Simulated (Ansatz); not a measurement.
## A self-consistent single point of CrW (Cmm2, 2 atoms in the cell) with Ansatz

Level of theory: PBEsol, default PAW files made with PBE (plane waves; Ansatz, a program for electronic structure).

Input:

Ansatz 0.2 input:
```yaml
crystal:
  lattice:
    - [1.536610, -2.202181, 0.000000]
    - [1.536610, 2.202181, 0.000000]
    - [0.000000, 0.000000, 4.239190]
  atoms:
    - { symbol: Cr, position: [0.000000, 0.000000, 0.011795] }
    - { symbol: W, position: [0.500000, 0.500000, 0.500000] }
basis:
  ecutwfc: 30.9 Ry
kpoints:
  mp_grid: { grid: [11, 11, 7] }
hamiltonian:
  xc: pbesol
  pseudopotentials: { kind: paw }
scf:
  occupations: { method: gaussian, width: 0.0073 Ry }
output:
  forces: true
  eigenvalues: true
  stress: true
```

Output (repeated stretches shortened):

```
WARN ansatz: RAYON_NUM_THREADS=1 ignored (pool sized by the plan → 1); use --threads N
Pseudopotentials: kind: paw
Pseudopotential: Cr, paw, valence charge 14
Pseudopotential: W, paw, valence charge 14
Crystal: 2 atoms, lattice volume = 28.690 Å³
Basis set: ecut = 420.4159175005146 eV, 585 PW (Γ), exchange–correlation on 36×36×60 points (8 copies of the dense FFT grid, shifted against one another)
Bands: 18, of which v1, the nominal top of the filled ones, is band 14 counted from 1 (13 counted from 0)
Symmetry: 4 space group operations
Space group: Cmm2 (ITA 35), of the structure as read, at distance tolerance 3.1e-5 Å
k-points: 144 of 847 (time reversal used)
PAW frozen core: Cr, regenerated for the run's functional, and the local potential with it
PAW frozen core: W, regenerated for the run's functional, and the local potential with it
Initial density: superposition of atomic densities (neutral atoms: chi_scale 0, normalization atom), corrected by the library's trained network
Initial wavefunctions: pseudopotential atomic-orbital guess
Eigensolver: davidson
Functional: x = pbesol(κ = 0.804, μ = 0.12345679012345678), c = pbesol(β = 0.046)
SCF iter   1: F=—  HF=-13605.458000 eV  |F-HF|=—  |Δ(HF+E_count)|=         —  Δρ=2.39e-2  dr2=2.32e-1  ethr=1.77e-3  ⟨swp⟩=4.9  Hψ=10538  notcnv=0
all-band conjugate gradients solve this SCF's bands
preconditioner: auto → none
SCF iter   2: F=—  HF=-13605.447677 eV  |F-HF|=—  |Δ(HF+E_count)|=   1.03e-2  Δρ=1.40e-2  dr2=9.72e-2  ethr=8.28e-4  ⟨swp⟩=2.0  Hψ=4229  notcnv=0  defer=10
SCF iter   3: F=—  HF=-13605.441588 eV  |F-HF|=—  |Δ(HF+E_count)|=   6.09e-3  Δρ=4.28e-3  dr2=4.23e-3  ethr=3.47e-4  ⟨swp⟩=1.2  Hψ=2621  notcnv=0  defer=10
SCF iter   4: F=—  HF=-13605.440318 eV  |F-HF|=—  |Δ(HF+E_count)|=   1.27e-3  Δρ=4.69e-4  dr2=2.85e-5  ethr=1.51e-5  ⟨swp⟩=2.0  Hψ=4333  notcnv=0  defer=10
SCF iter   5: F=—  HF=-13605.440313 eV  |F-HF|=—  |Δ(HF+E_count)|=   5.09e-6  Δρ=1.52e-4  dr2=1.70e-5  ethr=1.02e-7  ⟨swp⟩=2.0  Hψ=4340  notcnv=0  defer=12
SCF iter   6: F=—  HF=-13605.440309 eV  |F-HF|=—  |Δ(HF+E_count)|=   3.94e-6  Δρ=5.14e-5  dr2=1.01e-6  ethr=6.07e-8  ⟨swp⟩=2.0  Hψ=3666  notcnv=0  defer=12
SCF iter   7: F=-13605.440309 eV  HF=-13605.440309 eV  |F-HF|=2.37e-9  |Δ(HF+E_count)|=   7.68e-8  Δρ=1.82e-5  dr2=5.99e-8  ethr=3.57e-10  ⟨swp⟩=6.1  Hψ=10828  notcnv=0
SCF 1 converged in 7 iterations: F = -13605.440309 eV  dr2 = 5.99e-8
SCF converged after 7 iterations
Free energy (F): -13605.440309 eV
Harris-Foulkes:  -13605.440309 eV  (|F-HF|=2.37e-9)
Internal energy: -13605.431587 eV  (E = F + TS)
E sigma→0 (E₀):  -13605.435948 eV
Entropy (-TS):   -0.008722 eV (-4.361 meV/atom)
Fermi energy:    19.930961 eV
--- Per-component energies (eV) ---
  E_band       = -251.632337
  E_kinetic    = 791.028244
  E_local      = -1895.626154  (includes V_loc(G=0)·N_el)
  E_nonlocal   = 82.594295
  E_hartree    = 775.225446
  E_xc         = -403.391786
  E_vxc        = -415.630151  (∫ρ·V_xc dr)
  E_paw        = -9602.328220  (= ΣΔE_a)
  E_vpaw       = -364.441482  (= ΣTr[D̂ρ^β])
  E_aug_tail   = 0.000299  (compensation charges beyond the density's cutoff)
  E_ewald      = -3353.315501
  E_core_change = 0.381792  (= ΣΔE_core)
  E_smearing   = -0.008722  (= −TS)
  E_closure    = -0.000000  (closes the sum)
  Σ components = -13605.440309   (vs F -13605.440309, Δ=0.00e0)
--- Forces (eV/Å), atoms counted from 1 ---
  atom   1  Cr     0.00000000     0.00000000    -0.55423764
  atom   2  W      0.00000000     0.00000000     0.55424985
  max |Σ_I F_I| component: 1.22e-5 eV/Å
--- Stress (GPa, compression-positive) ---
      -12.701275       0.000000       0.000000
        0.000000     -13.001560       0.000000
        0.000000       0.000000     -12.602156
  P = ⅓ Tr σ = -12.7683 GPa (-127.683 kbar)
  The stress holds the Pulay correction. Without it, at fixed plane waves, as pw.x and ABINIT print it: P = -12.8375 GPa
--- Band table (eV; the first three rows and the last of 144) ---
  k-point 0: bands = ["-53.8993", "-51.6080", "-23.1046", "-22.9434", "-22.8526", "-18.1531", "-17.6711", "-17.4477", "11.2282", "14.8327", "17.0403", "18.7710", "19.0344", "19.2749", "20.6981", "20.7608", "21.1738", "22.3999"]
  k-point 1: bands = ["-53.8989", "-51.6086", "-23.0974", "-22.9427", "-22.8526", "-18.1659", "-17.6728", "-17.4476", "11.4344", "14.8838", "17.1108", "18.9488", "19.0399", "19.1708", "20.2994", "20.6847", "20.9764", "22.2841"]
  k-point 2: bands = ["-53.8979", "-51.6099", "-23.0811", "-22.9412", "-22.8526", "-18.1948", "-17.6764", "-17.4475", "11.9840", "14.9507", "17.2994", "18.9076", "18.9400", "19.4023", "19.4470", "20.5945", "20.6548", "22.0318"]
  k-point 143: bands = ["-53.7475", "-51.5464", "-23.2059", "-23.0820", "-23.0054", "-18.7594", "-18.2003", "-17.9803", "14.9416", "15.9883", "17.0884", "17.7397", "18.8693", "19.9139", "20.1955", "21.1396", "21.6908", "25.3270"]
```

The run converged in 7 iterations.

The starting cell comes from a database of computed structures (which also holds hypothetical and non-ambient phases and stackings), without a prior relaxation at this level. Its lattice was rescaled by up to half a per cent. One atom was moved a little off its site on purpose. Spin-orbit coupling is off. Spin polarisation is off. With a pressure of about -13 GPa the cell is away from its equilibrium volume at this level. Ansatz's pressure includes its estimate of the finite-basis (Pulay) stress.
